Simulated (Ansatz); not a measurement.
BN (P6_3mc), r2SCAN, rigid bands (Ansatz, a quantum-chemistry and plane-wave program): N_c = 1.32e19 cm⁻³ at 300 K and an electron conductivity mass of 0.501 mₑ along y (a = (2.54, 0.00, 0.00) Å; b = (-1.27, 2.20, 0.00) Å; c = (0.00, 0.00, 4.20) Å).

### Question
For 1e16 electrons per cm³ at 300 K, place the Fermi level, estimate the Seebeck coefficient of a parabolic band with constant τ, and give mobility and conductivity for τ = 5 fs.

### Answer
The level lies k_BT ln(N_c/n) = 0.186 eV below the conduction-band minimum. S ≈ −(k_B/e)[ln(N_c/n) + 5/2] = -835 μV/K, against -837 μV/K from the full bands (mean over directions). μ = eτ/m = 17.6 cm²/(V·s) and σ = neμ = 0.0281 S/cm. τ is assumed, not computed.

Band transport and this doping are assumed; polarons and phonon drag are left out. Spin-orbit coupling is left out. Geometry: cell and atoms relaxed with PBEsol.
